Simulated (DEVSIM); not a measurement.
Structure: Ti/AlN/n-GaSb capacitor, at 300 K.

| layer (left to right) | material | thickness (nm) | Nd (cm⁻³) |
|---|---|---|---|
| 1 | AlN | 2.40 | - |
| 2 | GaSb | 7800 | 5.9e15 |

Metal gate on the left, work function 4.33 eV. Fixed charge at the semiconductor interface 0 cm⁻² (in units of +e); interface traps 9.4e11 cm⁻² eV⁻¹, uniform in energy, neutral level at 0.7 of the gap above the valence band.

The device is made up for the run: typed textbook-type constants, with dimensions and the other settings drawn at random. Values at 300 K.

```
parameter      AlN    GaSb
-------------  ---  ------
gap (eV)       6.1   0.726
affinity (eV)  1.9    4.06
permittivity   8.5    15.7
Nc (cm⁻³)        -  2.1e17
Nv (cm⁻³)        -  1.8e19
```

DEVSIM, 1D Poisson equation in equilibrium, Boltzmann statistics, complete ionisation; no quantum confinement or tunnelling. Metal contacts follow the ideal Schottky-Mott rule: no Fermi-level pinning, no interface dipoles.

The AlN thickness was swept, all else fixed.

```
AlN thickness (μm)  minimum of the low-frequency capacitance (μF/cm²)  threshold voltage (band bending 2φF) (V)  capacitance of the dielectric stack (μF/cm²)
------------------  -------------------------------------------------  ----------------------------------------  --------------------------------------------
0.00096                                                         0.194                                     -0.26                                          7.84
0.0013                                                          0.192                                     -0.26                                          5.79
0.0017                                                          0.190                                     -0.27                                          4.43
0.002                                                           0.188                                     -0.27                                          3.76
0.0024                                                          0.186                                     -0.27                                          3.14
0.0029                                                          0.184                                     -0.28                                          2.60
```

From the first row to the last the minimum of the low-frequency capacitance goes from 0.194 to 0.184. From the first row to the last the threshold voltage (band bending 2φF) goes from -0.26 to -0.28.
